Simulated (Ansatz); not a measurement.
Consider Sr in the fcc (Cu type) structure (space group Fm-3m, No. 225; a = 6.100 Å).

Level of theory: plane-wave PAW DFT at the r2SCAN level (Ansatz, a first-principles code, 500 eV), scalar-relativistic without spin-orbit coupling, earlier PAW set.

For the base:

| Item | Value |
|---|---|
| Volume per atom | 56.75 Å³ |

Now apply this change: cell and atoms relaxed at a pressure of 5 GPa.

Problem. What happens to the volume per atom?

Solution. The volume per atom falls by 13.87 Å³ to 42.88 Å³.

Load acts through the strain it causes; cell and atoms are relaxed under it. No phonon test of stability was made. Measured, Sr leaves this structure (for bcc) near 3.5 GPa (temperature not stated; as listed in Olga Degtyareva, NATO science for peace and security series. B, Physics and biophysics (2010)).
